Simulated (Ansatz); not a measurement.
The parent structure is Mg2Ge in the anti-fluorite structure (space group Fm-3m, No. 225).

```xyz
3
Lattice="0.0000 3.1822 3.1822 3.1822 0.0000 3.1822 3.1822 3.1822 0.0000" Properties=species:S:1:pos:R:3 pbc="T T T"
Mg     1.5911     1.5911     1.5911
Mg     4.7733     4.7733     4.7733
Ge     0.0000     0.0000     0.0000
```

Cartesian axes are those of the cell as printed.

The values are results of plane-wave PAW DFT at the PBEsol level (Ansatz, an electronic-structure program, 420 eV), no SOC, not measurements.

Before the change:

| Item | Result |
|---|---|
| Pressure | 0.0 GPa |
| Band gap | 0.08 eV |

Modification: compressive biaxial strain of 1.50 % in the plane normal to [001], as in epitaxy on a mismatched substrate; the out-of-plane cell vector and the atoms relax.

Q: Estimate the effect on the pressure and band gap.

A: The pressure (mean of the normal stresses, compression positive) goes from zero to 1.3 GPa; the band gap goes from 0.08 eV to zero.

Whether these cells are dynamically stable was not tested. All final runs are without spin polarisation. The zero or small gap of Mg2Ge can change with the level of theory.
